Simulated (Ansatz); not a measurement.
Surface energy of faces of hcp Zr in PBE and in RPBE, in Ansatz (plane waves, PAW). Symmetric slabs relaxed with PBE from ideal cuts in 1x1 cells (the lowest computed cut and spin start of each face; real faces may reconstruct in larger cells); RPBE values are single points on them, with the bulk at the same level. No spin-orbit coupling, no U.

| face | PBE (J/m²) | RPBE (J/m²) |
|---|---|---|
| (0001) | 1.59 | 1.49 |
| (10-10) | 1.67 | 1.56 |
| (10-11) | 1.59 | ? |
| (10-12) | 1.69 | 1.57 |
| (10-13) | 1.73 | 1.61 |
| (11-20) | 1.68 | 1.55 |
| (11-21) | 1.74 | 1.61 |
| (11-22) | 1.73 | 1.62 |
| (11-23) | 1.77 | 1.66 |

Task: Fit a straight line y = a·x + b by least squares to the 8 complete rows (x: PBE (J/m²); y: RPBE (J/m²)).

Result: the means are x̄ = 1.7000 and ȳ = 1.5838; Σ(x − x̄)² = 0.021800 and Σ(x − x̄)(y − ȳ) = 0.020100, so a = 0.922 and b = ȳ − a·x̄ = 0.016. The largest residual is 0.015.

Task: What does the line predict for the withheld row, (10-11), and what did the calculation give?

Result: the line gives 1.48; the calculation gave 1.48, a miss of 0.00, of the size of the fitted rows' scatter and rounding.

Ansatz is a program for electronic structure.
